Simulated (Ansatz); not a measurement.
System: MoInN3 (model structure, started from the LiNbO3 type, R3c, No. 161, 10 atoms in the cell). Method: PBEsol+SOC (Ansatz, a quantum-chemistry and plane-wave program, plane waves, PAW).

Input:

Ansatz 0.2 input:
```yaml
crystal:
  lattice:
    - [2.6822880286, 1.5486197154, 4.842688105]
    - [-2.6822880286, 1.5486197154, 4.842688105]
    - [0.0, -3.0972394308, 4.842688105]
  atoms:
    - { symbol: In, position: [0.2801908822, 0.2801908822, 0.2801908822] }
    - { symbol: In, position: [0.7801908822, 0.7801908822, 0.7801908822] }
    - { symbol: Mo, position: [1.0068446544, 1.0068446544, 1.0068446544] }
    - { symbol: Mo, position: [0.5068446544, 0.5068446544, 0.5068446544] }
    - { symbol: N, position: [0.1095649954, 0.3437507034, 0.7267487646] }
    - { symbol: N, position: [0.7267487646, 0.1095649954, 0.3437507034] }
    - { symbol: N, position: [0.3437507034, 0.7267487646, 0.1095649954] }
    - { symbol: N, position: [0.2267487646, 0.8437507034, 0.6095649954] }
    - { symbol: N, position: [0.8437507034, 0.6095649954, 0.2267487646] }
    - { symbol: N, position: [0.6095649954, 0.2267487646, 0.8437507034] }
basis:
  ecutwfc: 520
  ecutrho_ratio: 4
  xc_grid: 2
kpoints:
  mp_grid: { grid: [6, 6, 6] }
hamiltonian:
  xc: pbesol
  dispersion: none
  pseudopotentials: { kind: paw }
scf:
  occupations: { method: fermi_dirac, width: 0.01 }
  convergence: { dr2_threshold: 0.000000001 }
output:
  forces: true
  stress: true
  eigenvalues: true
magnetization:
  noncollinear: true
  spin_orbit: true
```

Excerpt of the program's output:

```
Crystal: 10 atoms, lattice volume = 120.695 Å³
Basis set: ecut = 520 eV, 3247 PW (Γ), exchange–correlation on 90×90×90 points (8 copies of the dense FFT grid, shifted against one another)
Bands: 104, of which v1, the nominal top of the filled ones, is band 84 counted from 1 (83 counted from 0)
Symmetry: 6 space group operations + 6 with time reversal
k-points: 32 of 216 (time reversal used)
Initial density: superposition of atomic densities (chi_scale 0.1, normalization cell, long waves kept (reshape's long-wave potential 0.01 eV rms))
Functional: x = pbesol(κ = 0.804, μ = 0.12345679012345678), c = pbesol(β = 0.046)
spin=Noncollinear: Resta preconditioning applied to the charge; magnetization (m_x, m_y, m_z) channels mix plain (no charge-response kernel on spin).
SCF 1 converged in 11 iterations: F = -23122.723334 eV  dr2 = 3.48e-10
SCF converged after 11 iterations
Free energy (F): -23122.723334 eV
Internal energy: -23122.723334 eV  (E = F + TS)
E sigma→0 (E₀):  -23122.723334 eV
Fermi energy:    12.618692 eV
--- Forces (eV/Å), atoms counted from 1 ---
  atom   1  In     0.00000000    -0.00000000    -0.00109797
  atom   2  In     0.00000000    -0.00000000    -0.00109797
  atom   3  Mo     0.00000000    -0.00000000    -0.00380679
  atom   4  Mo    -0.00000000    -0.00000000    -0.00380679
  atom   5  N     -0.00369530     0.00243544     0.00163281
  atom   6  N     -0.00026150    -0.00441795     0.00163281
  atom   7  N      0.00395680     0.00198251     0.00163281
  atom   8  N     -0.00395680     0.00198251     0.00163281
  atom   9  N      0.00369530     0.00243544     0.00163281
  atom  10  N      0.00026150    -0.00441795     0.00163281
--- Stress (GPa, compression-positive) ---
       -0.050563       0.000000      -0.000000
        0.000000      -0.050563      -0.000000
        0.000000      -0.000000      -0.041564
  P = ⅓ Tr σ = -0.0476 GPa (-0.476 kbar)
```

The PAW data were made under PBE.

Note: the relaxation could raise the start's symmetry but not lower it, so the cell can be a saddle point.

A model structure was made by putting elements into a prototype or built by hand; it is no filed structure, need not be a known phase, and can be a saddle point held by its symmetry.
